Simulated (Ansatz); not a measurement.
## SnTe: energy against strain

SnTe (rock salt, Fm-3m, 31.094 Å³/atom at rest) under an equal strain ε in the (111) plane with the normal axis free, as in a coherent film. PBEsol in Ansatz, a plane-wave DFT program (PAW, default set), 420 eV, 13×13×13 Γ-centred mesh, Fermi-Dirac smearing 0.05 eV; ions are relaxed within the symmetry of each cell.

Here s stands for strain and y for E less E0.

```
strain (%)  E less E0 (meV/atom)
----------  --------------------
-1.25                       2.16
-0.83                       0.95
-0.42                       0.24
0.00                        0.00
0.42                        0.25
0.83                        0.94
1.25                        2.11
2.50                           ?
```

The 7 complete rows are fitted with a parabola, y against s. Least squares gives y = 0.003 - 0.0137·s + 1.3648·s². Residuals (row less fit): 0.007, -0.005, -0.010, -0.003, 0.012, 0.008, -0.008; standard error 0.011 (degrees of freedom: 4). Twice the quadratic coefficient over the volume, 2 × 1.3648 meV × 10⁴ × 0.1602 / 31.094 Å³, is twice the biaxial elastic modulus of this plane = 141 ± 0.7 GPa.

Task: Estimate the missing y (s = 2.50); what did the run itself give?

Result: y = 0.003 - 0.0137 × 2.50 + 1.3648 × 2.50² = 8.499 meV/atom. The calculation gives 8.14 meV/atom, 0.359 meV/atom below the prediction (4.4 % of the range of y in the table). The row lies outside the fitted rows, so this is an extrapolation. From the scatter of the fitted rows alone, a prediction at this place has a standard error of 0.041 meV/atom, so the miss is 8.8 times that.

One order more, fitted to all 13 runs of the series, follows each within 0.03, so the miss is the next term of a smooth law. This level leaves no gap over 0.05 eV at strain -1.25, -0.83, 0.83, 1.25, 2.50, where the mesh may be coarse. SnTe stands in this structure, which distorts at low temperature. Rows are the converged runs of the series near zero and its far end; series whose fitted rows scatter by over a few per cent of the range, as at a crossing or softening among them, aren't shown in this form. Most that stay on the fit to the last digits aren't either.
